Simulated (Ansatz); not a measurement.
Take TiO2 in the rutile structure (space group P4_2/mnm, No. 136; a = 4.548 Å, c = 2.917 Å) as the base. Axes: x, y, z lie along a, b, c of the conventional cell.

Calculations: plane-wave PAW DFT at the LDA level (Ansatz, a first-principles code, 420 eV), no spin-orbit coupling.

Base values:

| Item | Result |
|---|---|
| Shortest interatomic distance | 1.928 Å |

One thing is altered: a pure shear with ε_xz = ε_zx = 0.0167; the atoms relax in the strained cell.

Problem. What does the calculation give for the stress and shortest interatomic distance after the change?

Solution. The stress (xx, yy, zz, yz, xz, xy; compression positive) amounts to (0.09, 0.12, 0.00, 0.00, -4.19, 0.00) GPa; the shortest interatomic distance decreases by 0.010 Å (1.928 Å → 1.918 Å).

Stability against distortions was not tested. All final runs are without spin polarisation.
